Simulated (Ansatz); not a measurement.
## BaTiO3, alloy series

Consider BaTiO3 in the cubic perovskite structure (space group Pm-3m, No. 221).

```
BaTiO3
1.0
    3.99442     0.00000     0.00000
    0.00000     3.99442     0.00000
    0.00000     0.00000     3.99442
Ba Ti O
1 1 3
Direct
  0.00000   0.00000   0.00000
  0.50000   0.50000   0.50000
  0.00000   0.50000   0.50000
  0.50000   0.50000   0.00000
  0.50000   0.00000   0.50000
```

The other end (x = 1) is BaZrO3 in the cubic perovskite structure (space group Pm-3m, No. 221): 14.87 Å³/atom, gap 3.74 eV.

Zr replaces a fraction x of Ti; each row is one arrangement (x, atoms in the cell, starting space group or random), fully relaxed.

All numbers come from r2SCAN (Ansatz, a first-principles code), scalar-relativistic without spin-orbit coupling, earlier PAW set.

| change | volume per atom | band gap |
|---|---|---|
| base | 12.75 Å³ | 2.18 eV |
| x(Zr) = 0.5, 10 atoms, P4/mmm (arrangement B) | 13.78 Å³ | 2.70 eV |
| x(Zr) = 0.5, 10 atoms, Fm-3m | 13.74 Å³ | 2.81 eV |
| x(Zr) = 0.5, 10 atoms, P4/mmm (arrangement A) | 13.84 Å³ | 2.22 eV |

Each cell is one ordered arrangement of few atoms, which overstates ordering effects compared with a random alloy. Whether these cells are dynamically stable was not tested. The final runs are not spin-polarised. Many cubic perovskites are stable only at high temperature; tilts and polar distortions were not tested. This is not the structure that BaTiO3 has at room temperature and ambient pressure.
